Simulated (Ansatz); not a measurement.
# How far to go with shifted k-point meshes: NaMgF3 (P4mm, 5 atoms in the cell)

```
NaMgF3
1.0
    3.96269     0.00000     0.00000
    0.00000     3.96269     0.00000
    0.00000     0.00000     3.96269
Na Mg F
1 1 3
Cartesian
  0.00000   0.00000   0.05000
  1.98135   1.98135   1.98135
  1.98135   1.98135   0.00000
  0.00000   1.98135   1.98135
  1.98135   0.00000   1.98135
```

Method of the run: PBEsol, default PAW files made with PBE (plane waves; Ansatz, an electronic-structure program).

Base settings: basis.ecutwfc = 420 eV; kpoints.mp_grid.grid = 6 6 6; hamiltonian.xc = pbesol; hamiltonian.pseudopotentials = {kind: paw} (the program's default PAW files); scf.occupations.method = fermi_dirac; scf.occupations.width = 0.01 eV.

In this ladder: kpoints.mp_grid.shift = 0.5 0.5 0.5.

Shifted meshes do not hold Γ, so a gap read on them misses any band edge there.

Only quantities that move along the ladder and can be compared are tabulated.

The count of work is k-points × plane waves × bands × iterations; it is no time. 

The starting cell comes from a database of computed structures (which also holds hypothetical and non-ambient phases and stackings), without a prior relaxation at this level. Its lattice was rescaled by up to half a per cent. One atom was moved a little off its site on purpose.

```tsv
kpoints.mp_grid.grid	free energy less the last step's (meV/atom)	gap on the mesh (eV)	count of work / last
2 2 2	-1.88	8.559	0.0029
3 3 3	0.03	7.048	0.015
4 4 4	0.06	6.646	0.015
5 5 5	0.00	6.295	0.044
6 6 6	-0.01	6.197	0.044
7 7 7	-0.01	6.062	0.099
8 8 8	-0.02	6.029	0.099
9 9 9	0.01	5.962	0.19
10 10 10	-0.03	5.950	0.19
11 11 11	0.00	5.911	0.31
12 12 12	0.01	5.906	0.31
13 13 13	0.01	5.881	0.48
15 15 15	-0.01	5.862	0.71
16 16 16	-0.01	5.862	0.71
18 18 18	0.00	5.850	1.0
```

Coarsest kpoints.mp_grid.grid that holds the free energy within 1 meV/atom of the last step, with all finer ones: 3 3 3, at 0.015 of the last step's count of work; the step before is off by 1.9 meV/atom.

Keys are those of Ansatz 0.2.
